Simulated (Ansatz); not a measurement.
A self-consistent single point of HfTeSe (P3m1, 3 atoms in the cell) with Ansatz (a program for electronic structure).

Method of the run: PBEsol, default PAW files made with PBE (plane waves; Ansatz).

```
CELL_PARAMETERS angstrom
      3.86459     0.00000     0.00000
     -1.93230     3.34683     0.00000
      0.00000     0.00000     6.73573
ATOMIC_POSITIONS crystal
  Hf 0.00000 0.00000 0.98919
  Te 0.66667 0.33333 0.25072
  Se 0.33333 0.66667 0.76752
```

Reference input (self-consistent single point, DFT, PBEsol, plane waves, default PAW files made with PBE): basis.ecutwfc = 420 eV; kpoints.mp_grid.grid = 10 10 5; hamiltonian.xc = pbesol; hamiltonian.pseudopotentials = {kind: paw} (the program's default PAW files); scf.occupations.method = fermi_dirac; scf.occupations.width = 0.1 eV. This run's input differs from it in these lines:

Ansatz 0.2 input:
```diff
@@ -13,3 +13,3 @@
 kpoints:
-  mp_grid: { grid: [10, 10, 5] }
+  mp_grid: { grid: [16, 16, 8] }
 hamiltonian:
@@ -18,3 +18,3 @@
 scf:
-  occupations: { method: fermi_dirac, width: 0.1 eV }
+  occupations: { method: methfessel_paxton, width: 0.1 eV }
 output:
```

The program printed (abridged):

```
SCF iter   1: F=—  HF=-27926.878630 eV  |F-HF|=—  |Δ(HF+E_count)|=         —  Δρ=3.18e-3  dr2=1.73e-2  ethr=1.77e-3  ⟨swp⟩=5.9  Hψ=27513  notcnv=0
all-band conjugate gradients solve this SCF's bands
preconditioner: auto → Kerker (q_TF=auto, 2.549 Å⁻¹)
SCF iter   2: F=—  HF=-27926.875770 eV  |F-HF|=—  |Δ(HF+E_count)|=   2.86e-3  S|Δr|=    0.00e0  Δρ=1.66e-3  dr2=4.81e-3  ethr=2.98e-5  ⟨swp⟩=2.2  Hψ=11804  notcnv=0
   [... lines left out ...]
SCF iter   7: F=—  HF=-27926.875328 eV  |F-HF|=—  |Δ(HF+E_count)|=   3.61e-6  S|Δr|=    0.00e0  Δρ=2.86e-5  dr2=2.32e-6  ethr=1.70e-8  ⟨swp⟩=2.0  Hψ=13334  notcnv=0
SCF iter   8: F=—  HF=-27926.875329 eV  |F-HF|=—  |Δ(HF+E_count)|=   5.09e-7  S|Δr|=    0.00e0  Δρ=1.13e-5  dr2=3.85e-7  ethr=4.01e-9  ⟨swp⟩=2.0  Hψ=10302  notcnv=0
SCF iter   9: F=-27926.875329 eV  HF=-27926.875329 eV  |F-HF|=3.47e-9  |Δ(HF+E_count)|=   9.65e-8  S|Δr|=    0.00e0  Δρ=5.35e-6  dr2=6.83e-8  ethr=1.72e-10  ⟨swp⟩=9.8  Hψ=31787  notcnv=0
SCF 1 converged in 9 iterations: F = -27926.875329 eV  dr2 = 6.83e-8
Stability not checked (fill_not_monotonic)
Free energy (F): -27926.875329 eV
Internal energy: -27926.875501 eV  (E = F + TS)
E sigma→0 (E₀):  -27926.875372 eV
Entropy (-TS):   0.000172 eV (0.057 meV/atom)
Fermi energy:    10.306910 eV
--- Forces (eV/Å), atoms counted from 1 ---
  atom   1  Hf    -0.00000000    -0.00000000    -0.74922305
  atom   2  Te     0.00000000     0.00000000     0.57556622
  atom   3  Se     0.00000000    -0.00000000     0.17382091
--- Stress (GPa, compression-positive) ---
       -1.275794       0.000000       0.000000
        0.000000      -1.275794       0.000000
        0.000000       0.000000       0.607380
  P = ⅓ Tr σ = -0.6481 GPa (-6.481 kbar)
  The stress holds the Pulay correction. Without it, at fixed plane waves, as pw.x and ABINIT print it: P = -0.6758 GPa
```

The run converged in 9 iterations. Against the reference run the free energy goes up by 2.2 meV/atom, the pressure hardly changes (-0.70 to -0.65 GPa) and the largest force goes from 0.772 to 0.749 eV/Å.

The starting cell comes from a database of computed structures (which also holds hypothetical and non-ambient phases and stackings), without a prior relaxation at this level. Its lattice was rescaled by up to half a per cent. One atom was moved a little off its site on purpose. Ansatz's pressure includes its estimate of the finite-basis (Pulay) stress.

Cost on one core of a shared machine: roughly 40 s.
